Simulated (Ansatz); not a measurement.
Base system: a 12-atom supercell of TiSi2 (space group Cmcm, No. 63; a = 3.5459 Å, b = 13.5650 Å, c = 3.5797 Å) at its relaxed geometry.

Level of theory: PBE (Ansatz, a quantum-chemistry and plane-wave program; PAW; 420 eV plane waves; spin-orbit coupling left out), earlier PAW set.

One neutral defect a cell, atoms relaxed at fixed cell.

One change was made to it. Results:

| quantity | base | after |
|---|---|---|
| pressure | 0.0 GPa | 1.9 GPa |
| largest displacement of a host atom from its site in the perfect cell | – | 0.10 Å |

**Question.** Which of these changes matches the shifts?
A. Si on a Ti site (antisite)
B. H interstitial (started 1.80 Å from the nearest host atom)
C. Ti interstitial (started 1.72 Å from the nearest host atom)

**Answer.** B, H interstitial (started 1.80 Å from the nearest host atom). For comparison, the largest displacement of a host atom from its site in the perfect cell in the other runs: Ti interstitial (started 1.72 Å from the nearest host atom) gives 0.52 Å; Si on a Ti site (antisite) gives 1.39 Å.

In so small a cell the defect repeats every few ångströms: this is an ordered compound, not a dilute defect. All final runs are without spin polarisation.
